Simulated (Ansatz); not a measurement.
The parent structure is MoTe2 (space group P6_3/mmc, No. 194; a = 3.434 Å, c = 13.329 Å; layered, stacked along the Cartesian z axis). Axes: x lies along a and z along c of the hexagonal cell.

Structures relaxed with PBEsol-D3(BJ)/PAW in Ansatz (a program for electronic structure), scalar-relativistic without spin-orbit coupling.

Base:

Simulated powder pattern, Mo Kα, λ = 0.71073 Å (kinematic, ideal powder, no thermal factors, no anomalous dispersion; the 14 strongest lines at most, above 2 %, up to 2θ = 40°):

```
2θ (°)  I/Imax (%)       hkl
------  ----------  --------
6.11            11     (002)
12.24          9.8     (004)
13.73           34     (100)
16.53          100     (103)
20.63           24     (105)
23.89           31     (110)
24.63          7.4     (008)
26.93          7.1     (114)
28.30          7.3     (108)
29.19           20     (203)
30.33           11     (116)
34.58           15     (118)
36.92           12  (1 0 11)
38.07           17     (213)
```

It is then changed as follows: tensor shear ε_xz = +2.00 % (engineering shear γ = 0.0400), atoms relaxed at fixed cell.

After the change:

Simulated powder pattern, Mo Kα, λ = 0.71073 Å (kinematic, ideal powder, no thermal factors, no anomalous dispersion; the 14 strongest lines at most, above 2 %, up to 2θ = 40°):

```csv
2θ (°),I/Imax (%),hkl
6.12,31,(002)
12.25,29,(004)
13.73,99,(100)
16.27,90,(103)
16.54,98,(013)
16.81,100,(1 0 -3)
18.42,20,(006)
20.27,30,(105)
20.63,23,(015)
20.99,17,(1 0 -5)
23.90,87,(110)
24.64,21,(008)
29.20,18,(023)
29.52,22,(2 0 -3)
```

The indices refer to the base's conventional cell; one index is shown for lines that coincide. The space group is now C2/c (No. 15).

The cells carry an imposed strain or load. Stability against distortions was not tested.
